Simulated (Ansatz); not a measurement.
| Quantity | Value |
|---|---|
| Surface | single layer of GaS (symmetry P-3m1 as a slab, 4 atoms a cell) |
| Vacuum level minus Kohn-Sham valence edge | 6.20 eV |
| Vacuum level minus Kohn-Sham conduction edge | 3.97 eV |
| Gap of the slab on its mesh | 2.23 eV |
| Apparent barrier, filled states, bias minus 1.5 V | 6.5 eV (κ = 1.31 1/Å) |
| Apparent barrier, filled states, bias minus 2.1 V | 6.8 eV (κ = 1.34 1/Å) |
| Apparent barrier, empty states, bias plus 1.5 V | 4.0 eV (κ = 1.02 1/Å) |
| Apparent barrier, empty states, bias plus 2.1 V | 4.2 eV (κ = 1.05 1/Å) |

All values below come from PBE, Tersoff-Hamann images (plane waves, PAW; Ansatz, an electronic-structure program).

The apparent barrier is ħ²κ²/2m, with κ from the fall of the mean window density between 3.5 and 5 Å; states of large in-plane momentum fall faster than their energy alone says. Mesh 18×18×1, no spin-orbit coupling, no spin polarisation; biases count from the run's Fermi level.
